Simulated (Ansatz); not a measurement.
# Ti under a change: Ti → Fe

Base system: Ti in the hcp (Mg type) structure (space group P6_3/mmc, No. 194; a = 2.9359 Å, c = 4.6364 Å).

Now apply this change: Fe takes the place of Ti on all its sites; the structure is relaxed again.

Level of theory: DFT with r2SCAN, PAW potentials and a 500 eV plane-wave cutoff in Ansatz (a quantum-chemistry and plane-wave program), no spin-orbit coupling. Settings: 21×21×11 k-points, 0.05 eV Fermi–Dirac smearing, for the changed cell.

```csv
quantity,base,changed,shift
volume per atom,17.30 Å³,12.19 Å³,-5.116 Å³
density,4.59 g/cm³,7.61 g/cm³,+3.015 g/cm³
lattice parameter a,2.936 Å,2.533 Å,-0.403 Å
c/a ratio,1.579,1.732,+0.153
space group,P6_3/mmc (No. 194),P6_3/mmc (No. 194),–
shortest interatomic distance,2.872 Å,2.533 Å,-0.339 Å
band gap,zero,zero,–
magnetic state,not spin-polarised,ferromagnetic,–
largest site moment,0.00 μB,2.88 μB,+2.88 μB
```

The magnetic state is the one reached from the starting moments; the real material's order can differ, and small cells can't hold many antiferromagnetic ones. Whether these cells are dynamically stable was not tested. For Fe in this form, whether it has been made was not checked. Spin-polarised in the final run: Fe; the other runs are not. This is not the structure that Fe has at room temperature and ambient pressure.
